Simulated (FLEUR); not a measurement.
# Tetragonal strain at fixed volume: zinc-blende ZnSe (space group 216) (FLEUR, LDA)

```
ZnSe
1.0
    0.00000     2.71822     2.93272
    2.71822     0.00000     2.93272
    2.71822     2.71822     0.00000
Zn Se
1 1
Direct
  0.00000   0.00000   0.00000
  0.75000   0.75000   0.75000
```

Level of theory: LDA (Perdew-Zunger), all-electron FLAPW (FLEUR), scalar-relativistic valence (FLEUR). Settings: Kmax = 4.33 1/bohr; GmaxXC = 17.3 1/bohr; xcFunctional = pz; jspins = 1; l_soc = F; mode = hist; fermiSmearingEnergy = 0.00036749 Htr; mesh (inpgen div1-3) = 12 12 12; inpgen gamma flag = true; Gmax = 17.3 1/bohr; numbands = 0; maxIterBroyd = 40; imix = Anderson; alpha = 0.05; precondParam = 0; minDistance = 1e-05 me/bohr^3. The cell above is the first row's. The rows deform the cubic crystal at fixed volume: two cube axes by 1 + δ, the third by (1 + δ)⁻². E is the free energy at the stated smearing above the cubic cell, and y = E/δ². In all rows fractional positions and the k mesh are held.

```
δ (%)  y (meV/atom per %²)
-----  -------------------
-2.5                 1.738
-2.0                 1.688
-1.5                 1.649
-1.0                 1.597
1.0                  1.438
1.5                  1.405
2.0                  1.389
2.5                      ?
```

Problem. Using a straight line, estimate the missing y at δ = 2.5 from the other rows, showing the fit.

Solution. Means: δ -0.35714, y 1.5577. About the means, the sum of products is -1.5737 and the sum of squares of δ is 19.857; the slope is their ratio. Least squares gives y = 1.5294 - 0.07925·δ. Residuals (row less fit): 0.0105, 0.0001, 0.0007, -0.0117, -0.0122, -0.0055, 0.0181; standard error 0.0123 (degrees of freedom: 5). To second order E = 3(C11 - C12)·V·δ², so the intercept gives, with V = 21.669 Å^3/atom and δ in per cent, C11 - C12 = 1.5294 × 10⁴ × 0.160218 / (3 × 21.669) = 38 GPa. The slope measures the third-order term; a fourth-order term enters the intercept as a small bias. At the withheld row, y = 1.5294 - 0.07925 × 2.5 = 1.3313 meV/atom per %². The calculation gives 1.355 meV/atom per %², 0.0237 meV/atom per %² above the prediction (6.2 % of the range of y in the table). The row lies outside the fitted rows, so this is an extrapolation. From the scatter of the fitted rows alone, a prediction at this place has a standard error of 0.0153 meV/atom per %², so the miss is 1.6 times that.

Carrying the step between the two nearest rows on in a straight line would have given 1.373, off by 0.018; series whose last step already gives the withheld value aren't shown. The reference cell has the volume at which an earlier scan in this program and functional put its minimum by a fit (its basis settings may differ). The runs keep the symmetry of the cell, so they don't test it for distortions. Values depend on the basis (sphere radii, cutoffs, local orbitals), which need not be converged. Cutoffs and mesh are single choices, not tested for convergence of this quantity. Series with a scatter that would blur these digits, or in which a gap closes, are not shown. Strain series were run only where this level's volume lies within 10 % of a first guess from the measured size.
